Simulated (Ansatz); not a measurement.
Consider SrO in the rock salt structure (space group Fm-3m, No. 225; a = 5.1224 Å). Axes: x, y, z lie along the cube axes.

Level of theory: PBEsol, PAW, 420 eV (Ansatz, a program for electronic structure; without spin-orbit coupling).

Now apply this change: every lattice vector is stretched by 3.00 %; the atoms relax in the strained cell.

Predict the stress tensor and what it implies for the stiffness.

Stress of the strained cell less that of the base (GPa, compression positive):
```
  -6.81    0.00    0.00
   0.00   -6.81    0.00
   0.00    0.00   -6.81
```

Then B = −ΔP/(ΔV/V₀) with ΔV/V₀ = 0.0927 gives secant stiffness values (nonlinear terms included at this strain): B ≈ 73 GPa.

As a check, the harmonic strain energy −½ V₀ Δσ:ε is 32 meV/atom; the computed energy rise is 36 meV/atom.

Stability against distortions was not tested.
